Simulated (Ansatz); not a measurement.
Consider TiC in the rock salt structure (space group Fm-3m, No. 225; a = 4.328 Å; relaxed with 0.1 eV smearing).

All numbers come from Ansatz (an electronic-structure program) r2SCAN, no SOC.

Strains are applied to the cell and any free atomic positions relax.

One change was made to it. Results:

```tsv
quantity	base	after
pressure	0.0 GPa	-19.5 GPa
energy relative to the base (free energy F)	0 meV/atom	+62 meV/atom
band gap	zero	zero
```

Task: Name the change that was made.
A) isotropic strain +2.50 %
B) isotropic strain +3.00 %
C) isotropic strain +1.50 %
D) isotropic strain +0.50 %
E) isotropic strain +1.00 %

Result: B, isotropic strain +3.00 %. For comparison, the energy relative to the base in the other runs: isotropic strain +1.00 % gives +7.2 meV/atom; isotropic strain +2.50 % gives +43 meV/atom; isotropic strain +0.50 % gives +1.8 meV/atom; isotropic strain +1.50 % gives +16 meV/atom.

No phonon test of stability was made. The final runs are not spin-polarised.
